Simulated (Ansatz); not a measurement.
Ga₂O₃ (Cmcm, No. 63, 10 atoms in the cell; start mp-13134; a measured phase of this formula has another space group), treated with LDA in Ansatz (plane waves, PAW).

Numerical settings: plane-wave cutoff 520 eV, 12×12×6 k mesh (along the axes of the cell as run), Fermi–Dirac smearing 0.01 eV, scalar-relativistic PAW data made under PBE.

Cell (relaxed at this level):

```
Ga2O3
1.0
    1.38124    -4.59103     0.00000
    1.38124     4.59103     0.00000
    0.00000     0.00000     7.05186
Ga O
4 6
Direct
  0.24859   0.75141   0.25000
  0.75141   0.24859   0.75000
  0.00000   0.00000   0.50000
  0.00000   0.00000   0.00000
  0.36137   0.63863   0.92594
  0.63863   0.36137   0.07406
  0.63863   0.36137   0.42594
  0.36137   0.63863   0.57406
  0.10455   0.89545   0.75000
  0.89545   0.10455   0.25000
```

### Question
What does this level give for the band gap and smallest direct gap on the k points sampled?

### Answer

- band gap: 1.79 eV (indirect)
- smallest direct gap on the k points sampled: 1.84 eV

Spin–orbit coupling is not included.

Computed values are for the static lattice.

A start named mp-… is a Materials Project structure, which need not be a measured phase.

Ansatz is an electronic-structure program.
